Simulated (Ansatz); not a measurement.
The parent structure is Ge in the diamond structure (space group Fd-3m, No. 227; a = 5.6762 Å).

It is then changed as follows: cell and atoms relaxed at a pressure of 10 GPa.

Levels (all Ansatz, an electronic-structure program, PAW): PBEsol (420 eV, spin-orbit coupling left out); PBEsol+SOC (420 eV, noncollinear with spin-orbit coupling).

The geometry is relaxed with PBEsol.

PBEsol lowest conduction level above the VBM at special points: L 0.45 eV; X 0.51 eV; Γ 0.96 eV; K 0.99 eV
PBEsol smallest direct gap: 0.96 eV

Task: Predict the lowest conduction level above the VBM at special points, hole mass and smallest direct gap from PBEsol+SOC.

Result: The lowest conduction level above the VBM at special points goes from L 0.45 eV; X 0.51 eV; Γ 0.96 eV; K 0.99 eV to L 0.35 eV; X 0.40 eV; Γ 0.86 eV; K 0.88 eV; the hole mass (degenerate bands, along [100]) amounts to 0.053, 0.18 mₑ (at Γ); the smallest direct gap decreases by 0.10 eV to 0.86 eV. The threefold valence maximum splits by Δso ≈ 0.32 eV.

Single points use the geometry relaxed with PBEsol. Differences between runs with and without spin-orbit coupling are approximate. Load acts through the strain it causes; cell and atoms are relaxed under it. Masses are band curvatures over ±0.01 Å⁻¹ around the edge. No phonon test of stability was made. Tetrahedral semiconductors of this kind turn to denser phases somewhere between about 1 and 50 GPa; those were not computed, so compressed cells here can lie past the real transition. A zero or small gap of Ge can be the functional's error rather than a property of the material.
